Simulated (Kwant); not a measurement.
System: wire with an abrupt hard-wall neck in a Si two-dimensional gas. Effective mass 0.19 mₑ, grid spacing 12 nm, hard walls, nominal width 300 nm (25 grid rows, so walls 312 nm apart), one parabolic valley, scattering region 900 nm long along x; energies count from the band bottom; Fermi energy swept from 1.0995e-05 to 0.0002067 eV. Central neck 130 nm wide and 38 nm long.

The device is made up for the run: typed textbook-type constants, with dimensions and the other settings drawn at random.

Computed with Kwant: effective-mass tight-binding model on a square grid, one spin, coherent transport at 0 K. Conductance is in e²/h.

Sweep values stay those of the base run.

Base results: G (e²/h) at E = 0.2067 meV 1.02; G (e²/h) at E = 0.1556 meV 0.92; G (e²/h) at E = 0.1074 meV 0.67; G (e²/h) at E = 0.05921 meV 0.31.

### Question
What follows from this one change: neck length 38 → 57 nm?

### Answer
G at E = 0.2067 meV little changed (1.00 e²/h); G at E = 0.1556 meV little changed (0.94 e²/h); G at E = 0.1074 meV 0.67 → 0.59 e²/h; G at E = 0.05921 meV 0.31 → 0.18 e²/h.

### Question
What follows from this one change: effective mass 0.19 → 0.25 mₑ?

### Answer
G at E = 0.2067 meV 1.02 → 1.06 e²/h; G at E = 0.1556 meV 0.92 → 1.01 e²/h; G at E = 0.1074 meV 0.67 → 0.86 e²/h; G at E = 0.05921 meV 0.31 → 0.46 e²/h.
